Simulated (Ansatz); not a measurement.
**Hypothetical rock salt PdGe under a change: x(Os) = 0.25, 8 atoms, Pmmm**

The reference is PdGe in the rock salt structure (space group Fm-3m, No. 225; a = 5.168 Å; a hypothetical phase, not in the database extracts checked).

The other end (x = 1) is OsGe in the rock salt structure (space group Fm-3m, No. 225; a hypothetical phase, not in the database extracts checked): 15.93 Å³/atom, gap zero; this end may not be an ambient phase.

It is then changed as follows: Os replaces 25.0 % of the Pd, ordered in a cell of 8 atoms (starting symmetry Pmmm) and fully relaxed.

Computed with Ansatz (an electronic-structure program), r2SCAN, PAW, cutoff 500 eV, no spin-orbit coupling, earlier PAW set. k-mesh 16×9×6 (Γ-centred); smearing 0.05 eV (Fermi–Dirac), for the changed cell.

The density goes up by 1.44 g/cm³ to 10.06 g/cm³ and the shortest interatomic distance decreases by 0.094 Å (2.584 Å → 2.490 Å). The band gap stays zero and the mixing energy is -0.12 eV/atom (to 0.01 eV only: unlike meshes or grids) (against an end that may be hypothetical). The mean first-shell distances comes out as Pd–Ge 2.633 Å (end compound 2.584 Å), Os–Ge 2.584 Å (end compound 2.516 Å).

Final structure:

```xyz
8
Lattice="2.8064 0.0000 0.0000 0.0000 5.5431 0.0000 0.0000 0.0000 8.4921" Properties=species:S:1:pos:R:3 pbc="T T T"
Ge     0.0000     0.0000     0.0000
Ge     1.4032     2.7716     6.4354
Ge     0.0000     0.0000     4.2460
Ge     1.4032     2.7716     2.0567
Os     0.0000     2.7716     0.0000
Pd     1.4032     0.0000     6.3460
Pd     0.0000     2.7716     4.2460
Pd     1.4032     0.0000     2.1461
```

These are small ordered cells, not random alloys; other orderings at the same x differ. Spin-orbit coupling, missing from the scalar runs, can matter with Os. Stability against distortions was not tested. The final runs are not spin-polarised. Under x(Os) = 0.25, 8 atoms, Pmmm the cell changed shape so far that it is another structure. A zero or small gap of OsGe can be the functional's error rather than a property of the material.
